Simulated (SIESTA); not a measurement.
Band structure of Y2CN2O2 (P-3m1, 7 atoms in the cell).

```xyz
7
Lattice="3.6694 0.0000 0.0000 -1.8347 3.1778 0.0000 0.0000 0.0000 8.1035" Properties=species:S:1:pos:R:3 pbc="T T T"
Y      0.0000     2.1185     5.4903
Y      1.8347     1.0593     2.6132
C      0.0000     0.0000     0.0000
N      0.0000     0.0000     1.2167
N      0.0000     0.0000     6.8868
O      0.0000     2.1185     3.2143
O      1.8347     1.0593     4.8892
```

Computed with SIESTA with GGA PBEsol, numerical atomic orbitals DZP, PseudoDojo PBEsol standard norm-conserving potentials (rewritten from UPF to PSML).

Settings: XC.functional = GGA; XC.authors = PBEsol; potentials = PseudoDojo PBEsol standard; PAO.BasisSize = DZP; PAO.EnergyShift = 0.01 Ry; MeshCutoff = 350 Ry; kgrid.MonkhorstPack = 7 7 3; OccupationFunction = FD; ElectronicTemperature = 10 K; MaxSCFIterations = 150; SCF.Mixer.Method = Pulay; SCF.Mixer.Weight = 0.1; SCF.Mixer.History = 6; SCF.DM.Tolerance = 1.0E-04.

The starting cell comes from a database of computed structures (which also holds hypothetical and non-ambient phases and stackings), without a prior relaxation at this level. Its lattice was rescaled by a random factor within 2.5 % of one. Values carry the incompleteness of an atom-centred basis.

Question: Predict the gap along the standard path and the places of the band edges.

Answer: The gap along the path is 4.01 eV, direct at Γ to within 0.01 eV. Another conduction valley lies within 0.1 eV, so the order of the valleys is not sure.

Levels in eV from the top of the valence band on the path, bands 21 to 25:
```csv
point,21,22,23,24,25
Γ,-2.38,-0.74,0.00,0.00,4.01
M,-1.64,-1.20,-0.60,-0.38,4.66
K,-1.72,-0.92,-0.53,-0.53,4.03
A,-2.78,-0.90,-0.02,-0.02,4.17
L,-1.22,-1.17,-0.91,-0.54,4.69
H,-1.94,-0.92,-0.81,-0.81,4.09
```

Higher empty bands are left out: an atom-centred basis made for the valence describes them poorly.
